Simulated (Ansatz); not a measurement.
Ga2O3 under a change: pressure 2.1 GPa

The reference is Ga₂O₃ (space group C2/m, No. 12; a = 12.456 Å, b = 3.083 Å, c = 5.877 Å, α = 90.00°, β = 103.70°, γ = 90.00°).

Modification: a hydrostatic pressure of 2.1 GPa.

Computed with PBE (Ansatz, a quantum-chemistry and plane-wave program), no spin-orbit coupling, earlier PAW set. Γ-centred 11×11×6 mesh, Fermi–Dirac width 0.05 eV.

The volume per atom drops by 0.14 Å³ to 10.82 Å³ and the density grows by 0.075 g/cm³ (5.68 g/cm³ → 5.75 g/cm³). The band gap rises by 0.10 eV (2.01 eV → 2.11 eV) and the gap character remains indirect, k = (0.455, -0.455, -1/2) in the run's primitive reciprocal basis → Γ. The smallest direct gap increases by 0.10 eV to 2.14 eV.

Final structure:

```xyz
10
Lattice="6.1920 -1.5359 -0.0011 6.1920 1.5359 -0.0011 -1.3846 0.0000 5.6896" Properties=species:S:1:pos:R:3 pbc="T T T"
Ga     0.0169     0.0000     4.5233
Ga    10.9824     0.0000     1.1641
Ga     7.7230     0.0000     1.7849
Ga     3.2764     0.0000     3.9026
O      1.8913     0.0000     0.6200
O      9.1080     0.0000     5.0675
O      1.3664     0.0000     3.2045
O      9.6329     0.0000     2.4830
O      5.7899     0.0000     1.4552
O      5.2094     0.0000     4.2323
```

Load acts through the strain it causes; cell and atoms are relaxed under it. Whether these cells are dynamically stable was not tested.
